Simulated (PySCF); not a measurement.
PySCF 2.14.0, unrestricted TPSSH/def2-svp, df: [CH2][SiH3], charge 0, multiplicity 2, 7 atoms. The geometry is a generated start, not checked to be a minimum at this level.

```json
{
 "task": "energy",
 "method": "tpssh",
 "basis": "def2-svp",
 "two_electron_scheme": "density fitting",
 "mol.max_memory": "3000 MB",
 "mf.max_cycle": "100",
 "mf.init_guess": "minao (default)",
 "mf.DIIS": "CDIIS (default)",
 "mf.diis_space": "8 (default)",
 "mf.conv_tol": "1e-09 (default)",
 "mf.grids.level": "3 (default)",
 "basis_functions": "57",
 "grid_points": "82344"
}
```

```xyz
7

C      1.0949    -0.1215     0.0012
Si    -0.7357     0.0906    -0.0052
H      1.7838     0.7046    -0.0229
H      1.5611    -1.0912     0.0420
H     -1.3088    -0.3487     1.2763
H     -1.0609     1.4993    -0.2285
H     -1.3344    -0.7330    -1.0629
```

Charge 0 and multiplicity 2 are set for this test and not shown to be the ground state.

One run each on 2 threads, 1 BLAS thread. Values of level_shift (Hartree) tried: 0 (default), 0.1, 0.3, 1.

Q: Which value of level_shift (Hartree) needs the fewest Fock builds, and what happens away from it?

A: Fewest Fock builds, within one of each other: 0 (default) with 11, 0.1 with 12. The count rises to 36 at 1. All converge to one solution.

| level_shift (Hartree) | Fock builds | end |
|---|---|---|
| 0 (default) | 11 | same solution |
| 0.1 | 12 | same solution |
| 0.3 | 17 | same solution |
| 1 | 36 | same solution |
